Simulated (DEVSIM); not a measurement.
Structure: CdS/CdTe n-p heterojunction, at 300 K.

| layer (left to right) | material | thickness (μm) | Nd (cm⁻³) | Na (cm⁻³) | τn (s) | τp (s) |
|---|---|---|---|---|---|---|
| 1 | CdS | 0.770 | 5.6e16 | - | 6.9e-10 | 6.9e-10 |
| 2 | CdTe | 0.810 | - | 2.7e17 | 6.9e-10 | 6.9e-10 |

Left contact: ohmic. Right contact: ohmic. Voltage is applied to the left contact. Recombination: SRH at mid-gap. Mobility is μmin + (μ − μmin)/(1 + (N/Nref)^α).

This is a model device: material constants are rounded textbook-type values typed into the input, and sizes, dopings and lifetimes were drawn at random. Values at 300 K.

```
parameter         CdS    CdTe
-------------  ------  ------
gap (eV)          2.4     1.5
affinity (eV)     4.3    4.28
permittivity        9    10.2
Nc (cm⁻³)      2.2e18    8e17
Nv (cm⁻³)      1.8e19  1.8e19
μn (cm²/Vs)       300    1000
μp (cm²/Vs)        25      80
μn,min             30     100
μp,min              3      10
Nref,n           1e17    1e17
Nref,p           1e17    1e17
αn                0.6     0.6
αp                0.6     0.6
```

DEVSIM, 1D drift-diffusion, Boltzmann statistics, complete ionisation; no tunnelling, impact ionisation, image-force lowering or self-heating. Band offsets follow the typed affinities; no thermionic-emission limit at abrupt steps, no polarisation charge.

**Question.** Tabulate band edges, carrier densities and field at -1.1 V on the left contact.

**Answer.** Energies count from the Fermi level of the right contact; mesh points crowd at the junctions.

```
x (μm)    Ec (eV)  Ev (eV)  n (cm⁻³)  p (cm⁻³)  field (V/cm)
--------  -------  -------  --------  --------  ------------
0.000       1.195   -1.205    5.6e16     < 1e2           ≈ 0
0.005595    1.195   -1.205    5.6e16     < 1e2           ≈ 0
0.01763     1.195   -1.205    5.6e16     < 1e2           ≈ 0
0.04351     1.195   -1.205    5.6e16     < 1e2           ≈ 0
0.1331      1.195   -1.205    5.6e16     < 1e2           ≈ 0
0.2918      1.195   -1.205    5.6e16     < 1e2           ≈ 0
0.5345      1.195   -1.205    5.6e16     < 1e2           ≈ 0
0.6871      1.196   -1.204    5.3e16     < 1e2           880
0.7341      1.220   -1.180    2.1e16     < 1e2         14000
0.7559      1.272   -1.128    2.9e15     < 1e2         34000
0.7660      1.312   -1.088    6.0e14     < 1e2         45000
0.7727      1.362   -0.138    3.2e13    8.5e16         34000
0.7814      1.381   -0.119    1.5e13    1.8e17         13000
0.8002      1.391   -0.109    1.0e13    2.6e17          1200
0.8612      1.391   -0.109    8.9e12    2.7e17           ≈ 0
0.9719      1.391   -0.109    7.3e12    2.7e17           ≈ 0
1.207       1.391   -0.109    4.2e12    2.7e17           ≈ 0
1.409       1.391   -0.109    1.9e12    2.7e17           ≈ 0
1.523       1.391   -0.109    6.3e11    2.7e17           ≈ 0
1.556       1.391   -0.109    2.6e11    2.7e17           ≈ 0
1.572       1.391   -0.109    9.3e10    2.7e17           ≈ 0
1.580       1.391   -0.109     < 1e2    2.7e17           ≈ 0
```
